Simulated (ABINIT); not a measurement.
Worked example: self-consistent single point of VN (Fm-3m, 2 atoms in the cell) in ABINIT.

Method: PBE, norm-conserving pseudopotentials (PseudoDojo nc-sr-05 PBE standard) (plane waves; ABINIT 10.0.3).

The change in words: lattice scaled by 0.98. Reference geometry:
```yaml
crystal:
  lattice:
    - [0.00000, 2.07000, 2.07000]
    - [2.07000, 0.00000, 2.07000]
    - [2.07000, 2.07000, 0.00000]
  atoms:
    - { symbol: V, position: [0.00000, 0.00000, 0.00000] }
    - { symbol: N, position: [0.50000, 0.50000, 0.50000] }
```

Reference input (self-consistent single point, DFT, PBE, plane waves, norm-conserving pseudopotentials (PseudoDojo nc-sr-05 PBE standard)): pseudos = [V.upf, N.upf]; ecut = 42 Ha; occopt = 7; tsmear = 0.00367493 Ha; ngkpt = 18 18 18; nshiftk = 1; shiftk = 0 0 0; potentials = PseudoDojo nc-sr-05 PBE standard; nband = 14; kptopt = 1; nstep = 80; tolvrs = 1e-10. This run's input differs from it in these lines:

```diff
@@ -3,6 +3,6 @@
 pseudos "V.upf, N.upf"
-acell 2.9274220741 2.9274220741 2.9274220741 Angstrom
+acell 2.8688736326 2.8688736326 2.8688736326 Angstrom
 rprim
-         0.0000000000    0.7071067812    0.7071067812
-         0.7071067812    0.0000000000    0.7071067812
+        -0.0000000000    0.7071067812    0.7071067812
+         0.7071067812   -0.0000000000    0.7071067812
          0.7071067812    0.7071067812    0.0000000000
@@ -14,3 +14,3 @@
          0.0000000000    0.0000000000    0.0000000000
-         3.9117330780    3.9117330780    3.9117330780
+         3.8334984164    3.8334984164    3.8334984164
 ecut 42
```

Output, abridged:

```
--- !BeginCycle
solver: {iscf: 7, nstep: 80, nline: 4, wfoptalg: 0, }
tolerances: {tolvrs: 1.00E-10, }
...

     iter   Etot(hartree)      deltaE(h)  residm     vres2
 ETOT  1  -83.953912252382    -8.395E+01 3.778E-01 1.031E+03
 ETOT  2  -81.935523018519     2.018E+00 1.693E-01 8.518E+03
 ETOT  3  -84.243119033592    -2.308E+00 5.421E-02 4.327E+01
 ETOT  4  -84.251269758725    -8.151E-03 4.609E-02 1.333E+01
 ETOT  5  -84.253482142010    -2.212E-03 7.434E-03 4.058E+00
   [... 2 lines left out ...]
 ETOT  8  -84.254491902799    -2.656E-06 1.424E-03 1.043E-04
 ETOT  9  -84.254491928914    -2.612E-08 1.236E-03 1.449E-06
 ETOT 10  -84.254491929276    -3.616E-10 1.335E-03 4.719E-09
 ETOT 11  -84.254491929281    -5.258E-12 9.811E-04 2.070E-11
 At SCF step   11       vres2   =  2.07E-11 < tolvrs=  1.00E-10 =>converged.

 Cartesian components of stress tensor (hartree/bohr^3)
  sigma(1 1)= -5.09720856E-04  sigma(3 2)=  0.00000000E+00
  sigma(2 2)= -5.09720856E-04  sigma(3 1)=  0.00000000E+00
  sigma(3 3)= -5.09720856E-04  sigma(2 1)=  0.00000000E+00

 ----iterations are completed or convergence reached----

 reduced coordinates (array xred) for    2 atoms
       0.000000000000      0.000000000000      0.000000000000
       0.500000000000      0.500000000000      0.500000000000
 cartesian forces (eV/Angstrom) at end:
    1     -0.00000000000000    -0.00000000000000    -0.00000000000000
    2     -0.00000000000000    -0.00000000000000    -0.00000000000000
 frms,max,avg= 0.0000000E+00 0.0000000E+00   0.000E+00  0.000E+00  0.000E+00 e/A
   [... lines left out ...]
 Fermi (or HOMO) energy (eV) =  15.03703   Average Vxc (eV)= -13.98382
   [... lines left out ...]
total_energy        : -8.42544919292813E+01
total_energy_eV     : -2.29268132181695E+03
band_energy         : -6.16245437245119E+00
...

-Cartesian components of stress tensor (GPa)         [Pressure=  1.4997E+01 GPa]
- sigma(1 1)= -1.49965028E+01  sigma(3 2)=  0.00000000E+00
- sigma(2 2)= -1.49965028E+01  sigma(3 1)=  0.00000000E+00
- sigma(3 3)= -1.49965028E+01  sigma(2 1)=  0.00000000E+00

 Calculation completed.
```

The run converged in 11 iterations. Against the reference run the free energy rises by 14.2 meV/atom and the pressure goes from -5.27 to 15.00 GPa.

The starting cell has typed, rounded lattice constants, without a prior relaxation at this level. For this run, on top of that: lattice scaled by 0.98. Spin polarisation is off, so a magnetic state, if there is one, cannot be reached. With a pressure of about 15 GPa the cell is away from its equilibrium volume at this level.

Cost on one core of a shared machine: roughly 60 s.
